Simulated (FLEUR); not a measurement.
Worked example: self-consistent single point of Pd (Fm-3m, 1 atom in the cell) in FLEUR

Method: PBE, all-electron FLAPW (FLEUR), scalar-relativistic valence in FLEUR.

This input was run:

Input of the input generator:

```
Pd FLAPW
&input film=f /
-0.0000000000 3.6865438643 3.6865438643
3.6865438643 0.0000000000 3.6865438643
3.6865438643 3.6865438643 -0.0000000000
1.0
1.0 1.0 1.0

1
46 0.0000000000 0.0000000000 0.0000000000

&comp jspins=1 /
&kpt div1=10 div2=10 div3=10 gamma=t /
&end /
```

```xml
<?xml version="1.0" encoding="UTF-8" standalone="no"?>
<fleurInput fleurInputVersion="0.39">
   <comment>
      Pd FLAPW                                                                                            
   </comment>
   <calculationSetup>
      <cutoffs Kmax="4.1" Gmax="12.3" GmaxXC="12.3" numbands="0"/>
      <scfLoop itmax="100" minDistance="0.00001" maxIterBroyd="25" imix="Anderson" alpha="0.05" precondParam="0.0" spinf="2.0"/>
      <coreElectrons ctail="T" frcor="F" kcrel="0" coretail_lmax="0"/>
      <xcFunctional name="pbe" relativisticCorrections="F"/>
      <magnetism jspins="1"/>
      <soc l_soc="F" theta="0.0" phi="0.0" spav="F"/>
      <expertModes spex="0" secvar="F"/>
      <geometryOptimization l_f="T" forcealpha="1.0" forcemix="BFGS" epsdisp="0.00001" epsforce="0.00001"/>
      <ldaU l_linMix="F" mixParam="0.05" spinf="1.0"/>
   </calculationSetup>
   <cell>
      <bzIntegration valenceElectrons="16.0" mode="hist" fermiSmearingEnergy="0.00367493">
         <kPointListSelection listName="default-1"/>
         <!-- k-points included here -->
         <xi:include xmlns:xi="http://www.w3.org/2001/XInclude" href="kpts.xml"> </xi:include>
      </bzIntegration>
      <!-- symmetry operations included here -->
      <xi:include xmlns:xi="http://www.w3.org/2001/XInclude" href="sym.xml"> </xi:include>
      <bulkLattice scale="1.0">
         <bravaisMatrix>
            <row-1>    0.0000000000000000     3.6865438642999999     3.6865438642999999</row-1>
            <row-2>    3.6865438642999999     0.0000000000000000     3.6865438642999999</row-2>
            <row-3>    3.6865438642999999     3.6865438642999999     0.0000000000000000</row-3>
         </bravaisMatrix>
      </bulkLattice>
   </cell>
   <atomSpecies>
      <species name="Palladium (Pd)" element="Pd" atomicNumber="46">
         <mtSphere radius="2.43" gridPoints="839" logIncrement="0.015"/>
         <atomicCutoffs lmax="10" lnonsphr="8"/>
         <electronConfig flipSpins="F">
            <coreConfig>(1s1/2) (2s1/2) (2p1/2) (2p3/2) (3s1/2) (3p1/2) (3p3/2) (4s1/2) (3d3/2) (3d5/2)</coreConfig>
            <valenceConfig>(4p1/2) (4p3/2) (5s1/2) (4d3/2) (4d5/2)</valenceConfig>
            <stateOccupation state="(5s1/2)" spinUp="0.5" spinDown="0.5"/>
            <stateOccupation state="(4d3/2)" spinUp="1.8" spinDown="1.8"/>
            <stateOccupation state="(4d5/2)" spinUp="2.7" spinDown="2.7"/>
         </electronConfig>
         <energyParameters s="5" p="5" d="4" f="4"/>
         <lo type="SCLO" l="1" n="4" eDeriv="0"/>
      </species>
   </atomSpecies>
   <atomGroups>
      <atomGroup species="Palladium (Pd)">
         <relPos label="                   1">.0000000000 .0000000000 .0000000000</relPos>
         <force calculate="T" relaxXYZ="TTT"/>
      </atomGroup>
   </atomGroups>
   <output dos="F" band="F" slice="F">
      <checks vchk="F" cdinf="F"/>
      <bandDOS minEnergy="-.5*Htr" maxEnergy="0.5*Htr" sigma="0.015" storeEVData="T"/>
      <vacuumDOS vacdos="F" integ="F" star="F" nstars="0" locx1="0.0" locy1="0.0" locx2="0.0" locy2="0.0" nstm="0" tworkf="0.0"/>
      <unfoldingBand unfoldBand="F" supercellX="1" supercellY="1" supercellZ="1"/>
      <plotting iplot="0" polar="F">
         <plot TwoD="T" vec1="  1.0  0.0  0.0" vec2="  0.0  1.0  0.0" vec3="  0.0  0.0  1.0" zero="  0.0  0.0  0.0" file="plot"/>
      </plotting>
      <chargeDensitySlicing numkpt="0" minEigenval="0.0" maxEigenval="0.0" nnne="0" pallst="F"/>
      <specialOutput eonly="F"/>
      <magneticCircularDichroism mcd="F" energyLo="-10.0" energyUp="0.0"/>
   </output>
  <!-- We include the file relax.xml here to enable relaxations (see documentation) -->
  <xi:include xmlns:xi="http://www.w3.org/2001/XInclude" href="relax.xml"> <xi:fallback/> </xi:include>
</fleurInput>
```

Output, abridged:

```
      Welcome to FLEUR        (www.flapw.de)
      MaX-Release 8.1          (www.max-centre.eu)

 ========== k-point set info ==========
 Selected k-point list: default-1
 k-point list type: mesh
 10 x 10 x 10
 Number of k points: 47

 ------------Calculation Setup---------------------------
 Number of basis functions:          128
 Iteration:     1   Distance:      13.28816919 me/bohr^3
 Iteration:     2   Distance:      11.38024671 me/bohr^3
 Iteration:     3   Distance:       3.79710070 me/bohr^3
 Iteration:     4   Distance:       1.83069012 me/bohr^3
 Iteration:     5   Distance:       0.74247199 me/bohr^3
 Iteration:     6   Distance:       0.16454207 me/bohr^3
   [... 2 lines left out ...]
 Iteration:     9   Distance:       0.00576735 me/bohr^3
 Iteration:    10   Distance:       0.00081674 me/bohr^3
 Iteration:    11   Distance:       0.00021299 me/bohr^3
 Iteration:    12   Distance:       0.00005401 me/bohr^3
 Iteration:    13   Distance:       0.00000201 me/bohr^3

 Run finished successfully
 Stop message:
   Structural relaxation: Done

[file out, last iteration]
             iter=     14
          p o t e n t i a l   g e n e r a t o r
[...]
          integral of pseudo charge density inside the slab=        0.000000   0.000000
     coulomb potential in the interstitial region:
          density-coulomb potential integrals
          total density-coulomb potenti    -8093.9068131458
          density-effective potential integrals for spin  1
          total density-effective poten   -8.2820053010E+03
          charge density-energy density integrals
          total charge density-energy d   -1.4420618243E+02
 Updated energy parameters for spin:           1
  Atom    1 5s branch from -2.68 to  1.91 htr. ; e_l =  0.3026
  Atom    1 5p branch from -1.40 to  2.61 htr. ; e_l =  0.4382
  Atom    1 4d branch from-11.52 to  0.51 htr. ; e_l =  0.3142
  Atom    1 4f branch from -9.99 to  2.46 htr. ; e_l =  0.7352
  Atom    1 4p branch from-18.52 to -1.40 htr. ; e_l(l -1.4359
[...]
 fermi energy and band-weighting factors:
at   0.00000   0.00000   0.00000   k-weight:    0.001000
   13 eigenvalues :
   -1.425298   -1.425298   -1.425298    0.137800    0.294944    0.294944    0.294944    0.353361
    0.353361    1.024207    1.196310    1.196310    1.196310
   [... 2 blocks of this kind left out ...]

[...]
FERMIE:
          first approx. to ef    (T=0)  :   0.398080 htr   (energy of the highest occ. eigenvalue)
          number of occ. states  (T=0)  :        381
          first approx. to seigv (T=0)  :  -5.551024 htr
          sum of weights of occ. states :   8.009000
          sum of semicore charge        :   0.000000 e
FERHIS:  Fermi-Energy by histogram:
          bandgap                     :   0.001369 htr
          charge neutrality (T=0)     :   0.018000    (zero if the highest occ. eigenvalue is "entirely" occupied)
     EF_NEWTON:  Adjust Fermi-Energy by Newton-Method.
               Number of iterations needed  :   4
               The error in the weight is   : -0.16320E-12
               The error in ef is           :  0.70054E-14 htr
     -->  new fermi energy            :   0.399613 htr
          valence charge              :  16.000000 e
          actual charge blw ef-8kt    :  14.556000 e
          actual charge blw ef+8kt    :  16.000000 e
          number of occ. states       :       395
          sum of the valence weights  :    8.000000
          entropy         :   0.553975 *kb htr/K =   0.00000 htr/K
          sum of val. single particle energies:        -5.5572160906 htr
 Direct bandgap for spin            1 :    1.2694471351576753E-002  Htr
 at k-point           31  with k-vector    0.0000000000000000       0.50000000000000000       0.50000000000000000
          valence density: spin= 1
[...]
     l-like charge
     atom     s        p        d        f        total
 -->  1    0.33948  6.24950  8.04306  0.03560   14.67803
          total charge for spin  1=   16.000000
          interst. charge =       1.321974
          mt charge=             14.678026
          total charge  =   16.000000
          z= 46.     r(1)=  0.844354E-05     dx= 0.015000     m.t.index= 839
               n    l     j    energy       weight
               1.   0.   0.5 -887.1664      2.0000
               2.   0.   0.5 -129.1311      2.0000
               2.   1.   0.5 -119.7422      2.0000
   [... 7 lines left out ...]
          atom type    1  (spin 1)
          kinetic energy=  0.512996369516E+04     sum of the eigenvalues= -0.300531824692E+04
          0.00160996  electrons lost from core.
          total charge for spin  1=   46.000000
          interst. charge =       1.323536
          mt charge=             44.676464
          total charge  =   46.000000
          zc=    46.000000     qfix=    1.000000
     t o t a l  e n e r g y
          sum of eigenvalues =             -3010.8754630136
          density-coulomb potential int    -8093.9068131458
          density-effective potential i    -8282.0053010204
          charge density-ex.-corr.energ     -144.2061824292
          el.-nucl. inter. diff. m.t.       6105.0444962239
          Madelung term for atom type:       -21.9746230769
 ---->    total energy=                    -5047.0488702961 htr
 ---->    (input%tkb*entropy) TS=              0.0020358204 htr
 ---->    free energy=                     -5047.0509061164 htr
      extrapolation for T->0
 ---->    total electron energy=           -5047.0498882062 htr
 ***** TOTAL FORCES ON ATOMS *****
 TOTAL FORCE FOR ATOM TYPE=  1  X=  0.000   Y=  0.000   Z=  0.000
                       FX_TOT= 0.000000 FY_TOT= 0.000000 FZ_TOT= 0.000000
 Structural relaxation: Done
```

The run converged in 13 iterations. FLEUR gives forces in its relaxation mode, with a further iteration, so its stop message speaks of a relaxation.

The starting cell has typed, rounded lattice constants, without a prior relaxation at this level. Its lattice was rescaled by up to half a per cent. Spin polarisation is off. Values depend on the basis (sphere radii, cutoffs, local orbitals), which need not be converged. The log's line on a gap gives a spacing of levels on this mesh, which the program prints for metals too.
